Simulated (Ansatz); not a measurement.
Given:

```xyz
1
Lattice="0.0000 1.7819 1.7463 1.7819 0.0000 1.7463 1.7819 1.7819 0.0000" Properties=species:S:1:pos:R:3 pbc="T T T"
Cu     0.0000     0.0000     0.0000
```

No spin polarisation.

Level of theory: PBEsol in Ansatz (plane waves to 420 eV, PAW, no spin-orbit coupling). Settings: 32×32×32 k-points, 0.1 eV Fermi–Dirac smearing.

Question: Predict the band gap and pressure.

Answer: The band gap is zero and the pressure (mean of the normal stresses, compression positive) is 3.6 GPa.

The cells carry an imposed strain or load. No phonon test of stability was made. The final runs are not spin-polarised. The cell was made from Cu in the fcc (Cu type) structure (space group Fm-3m, No. 225) by this change: uniaxial strain ε_zz = −2.00 %.

Ansatz is a first-principles code.
